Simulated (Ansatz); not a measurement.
The starting structures come from a database of crystals and need not be the phases stable at ambient conditions.

Consider the following.

```
SrTiO3
1.0
    5.52233     0.00000     0.00000
    0.00000     5.52233     0.00000
    2.76117    -2.76117     3.92263
Sr Ti O
2 2 6
Direct
  0.25000   0.25000   0.50000
  0.75000   0.75000   0.50000
  0.00000   0.00000   0.00000
  0.50000   0.50000   0.00000
  0.22904   0.27096   0.00000
  0.77096   0.72904   0.00000
  0.72904   0.22904   0.00000
  0.27096   0.77096   0.00000
  0.25000   0.75000   0.50000
  0.75000   0.25000   0.50000
```

Space group of this cell: I4/mcm. The cell is taken as given; by r2SCAN its mean pressure is -0.8 GPa.

The current runs along the normal of the first two printed vectors, the (001) plane. All runs by Ansatz (a first-principles code), plane waves and PAW, without spin-orbit coupling; the base is r2SCAN.

```csv
run,mean pressure (GPa),gap (eV),mid-gap κ (1/Å)
base,-0.8,2.33,0.260
all lengths scaled by 0.98,12.0,?,0.263
all lengths scaled by 1.02,-10.5,2.18,0.256
"lengths across the current scaled by 0.98, ions clamped",7.5,?,0.260
"lengths across the current scaled by 1.02, ions clamped",-7.4,?,?
"lengths along the current scaled by 0.97, ions clamped",5.6,2.36,0.263
"lengths along the current scaled by 1.03, ions clamped",-5.8,2.26,0.254
```

Problem. Some entries are withheld; supply them.

Solution. 
- all lengths scaled by 0.98, gap (eV): 2.47
- lengths across the current scaled by 0.98, ions clamped, gap (eV): 2.43
- lengths across the current scaled by 1.02, ions clamped, gap (eV): 2.21
- lengths across the current scaled by 1.02, ions clamped, mid-gap κ (1/Å): 0.259
